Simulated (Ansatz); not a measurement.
**Hf2S (space group P6_3/mmc, No. 194; a cell from a computed database, its experimental status unchecked)**

```xyz
6
Lattice="3.3453 0.0000 0.0000 -1.6727 2.8971 0.0000 0.0000 0.0000 11.6712" Properties=species:S:1:pos:R:3 pbc="T T T"
Hf     1.6727     0.9657    10.4895
Hf     0.0000     1.9314     1.1816
Hf     0.0000     1.9314     4.6540
Hf     1.6727     0.9657     7.0172
S      0.0000     0.0000     8.7534
S      0.0000     0.0000     2.9178
```

Method: plane-wave PAW DFT at the PBEsol level (Ansatz, a quantum-chemistry and plane-wave program, 420 eV), no SOC. k-mesh 16×16×4 (Γ-centred); smearing 0.05 eV (Fermi–Dirac).

- Volume per atom = 18.85 Å³
- Density = 11.42 g/cm³
- Band gap = zero
- Total energy = -10694.756 eV/atom (σ→0; compares only within this code and set-up)

No phonon test of stability was made. All final runs are without spin polarisation.
